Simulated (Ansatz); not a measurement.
# Response to strain in CdSe

Base system: CdSe in the wurtzite structure (space group P6_3mc, No. 186).

```
CdSe
1.0
    4.24755     0.00000     0.00000
   -2.12377     3.67848     0.00000
    0.00000     0.00000     6.94096
Cd Se
2 2
Direct
  0.33333   0.66667   0.00031
  0.66667   0.33333   0.50031
  0.33333   0.66667   0.37569
  0.66667   0.33333   0.87569
```

Cartesian axes are those of the cell as printed.

Strains are applied to the cell and any free atomic positions relax; under biaxial strain the out-of-plane vector relaxes too.

Calculations: LDA (Ansatz, a first-principles code, PAW, without spin-orbit coupling).

```csv
"biaxial strain, plane normal [001], relaxed out of plane (%)",out-of-plane strain (%)
0,0.00
0.6,-0.55
1.2,?
1.8,-1.67
2.4,-2.23
3,-2.79
```

Fit ε⊥ = −νε + γε² (strains in %) to the rows shown and predict the withheld row.

Least squares on the printed values gives ν = 0.92 (the biaxial Poisson response) and γ = -0.003 (largest residual 0.00 %); this predicts -1.11 %, and the run gives -1.10 %, in agreement.

Stability against distortions was not tested.
